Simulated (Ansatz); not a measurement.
Response to strain in ZnS

The reference is ZnS in the wurtzite structure (space group P6_3mc, No. 186).

```yaml
crystal:
  lattice:
    - [3.84528, 0.00000, 0.00000]
    - [-1.92264, 3.33011, 0.00000]
    - [0.00000, 0.00000, 6.30521]
  atoms:
    - { symbol: Zn, position: [0.33333, 0.66667, 0.00023] }
    - { symbol: Zn, position: [0.66667, 0.33333, 0.50023] }
    - { symbol: S, position: [0.33333, 0.66667, 0.37477] }
    - { symbol: S, position: [0.66667, 0.33333, 0.87477] }
```

Cartesian axes are those of the cell as printed.

Strains are applied to the cell and any free atomic positions relax.

Method: PBE/PAW in Ansatz (an electronic-structure program), without spin-orbit coupling.

Notes on the quantities. energy relative to the base: free energy F.

```csv
uniaxial strain ε_zz (%),energy relative to the base (meV/atom)
-3,8.0
-2.4,5.1
-1.8,?
-1.2,1.3
-0.6,0.3
0,0.0
```

**Question.** Fit ΔE = Aε² + Bε³ (ε in %) to the rows shown and predict the withheld row.

**Answer.** Least squares on the printed values gives A = 0.885 and B = -0.0011 meV/atom (largest residual 0.0 meV/atom); this predicts 2.9 meV/atom, and the run gives 2.8 meV/atom, in agreement.

Stability against distortions was not tested.
